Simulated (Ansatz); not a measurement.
The starting structures come from a database of crystals and need not be the phases stable at ambient conditions.

Consider the following.

```xyz
5
Lattice="5.6965 0.0000 0.0000 -2.8483 4.9333 0.0000 2.8483 1.6444 2.3356" Properties=species:S:1:pos:R:3 pbc="T T T"
Ba     2.8483     4.9333     0.0010
Ti     5.6965     3.2889     1.2612
O      5.6965     1.6748     2.2366
O      1.3978     4.0959     2.2366
O      4.2987     4.0959     2.2366
```

Space group of this cell: R3m. The cell is taken as given; by r2SCAN its mean pressure is -1.8 GPa.

Method: r2SCAN (plane waves, PAW; Ansatz, an electronic-structure program).

The current runs along the normal of the first two printed vectors; no spin-orbit coupling. Scaled by the factor s: both lengths across the current (ions clamped). Meshes 12×12×12 and 6×6 across the current in all rows.

```csv
s,mean pressure (GPa),band gap (eV)
0.98,5.8,2.87
1.00,-1.8,2.75
1.02,-7.9,?
```

### Question
Take the slope of the band gap against ln s from the two given rows, extrapolate to s = 1.02, and say what the run there gives.

### Answer
Slope = (2.87 − 2.75) / ln 0.98 = -5.94 eV. The line gives 2.75 + (-5.94) × ln 1.02 = 2.63 eV. The run gives 2.61 eV, 0.02 eV under the line, 19 % of the predicted step.
